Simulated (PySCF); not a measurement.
PySCF 2.14.0, BP86/def2-svp, df: germanium monoxide ([O]=[Ge]), 2 atoms. The geometry is a generated start, not checked to be a minimum at this level.

```yaml
task: energy
method: bp86
basis: def2-svp
two_electron_scheme: density fitting
mol.max_memory: 3000 MB
mf.max_cycle: 100
mf.conv_tol: 1e-09 (default)
mf.grids.level: 3 (default)
basis_functions: 46
grid_points: 34728
```

```xyz
2

Ge     0.7875    -0.0181     0.0094
O     -0.7875     0.0181    -0.0094
```

With the defaults (mf.DIIS = CDIIS, mf.diis = true, mf.damp = 0, mf.diis_start_cycle = 1, mf.init_guess = minao, mf.level_shift = 0, mf.diis_space = 8) it converges in 13 Fock builds. One run each on 2 threads, 1 BLAS thread, with these changes:
- mf.level_shift = 0.1 Hartree
- mf.diis = false
- mf.level_shift = 1 Hartree
- mf.DIIS = EDIIS
- mf.level_shift = 0.3 Hartree
- mf.diis_space = 5
- mf.init_guess = mod_huckel
- mf.damp = 0.7, mf.diis_start_cycle = 8
- mf.init_guess = atom

Question: Which runs fail or end elsewhere than the default run?

Answer: No convergence: mf.DIIS = EDIIS; mf.diis = false (the run ends without SCF convergence in 100 cycles). The rest reach the solution of the defaults.

| setting | Fock builds | end |
|---|---|---|
| the defaults | 13 | same solution |
| mf.init_guess = atom | 13 | same solution |
| mf.diis_space = 5 | 13 | same solution |
| mf.init_guess = mod_huckel | 15 | same solution |
| mf.level_shift = 0.1 Hartree | 16 | same solution |
| mf.damp = 0.7, mf.diis_start_cycle = 8 | 18 | same solution |
| mf.level_shift = 0.3 Hartree | 24 | same solution |
| mf.level_shift = 1 Hartree | 49 | same solution |
| mf.DIIS = EDIIS | 101 | no convergence |
| mf.diis = false | 101 | no convergence |
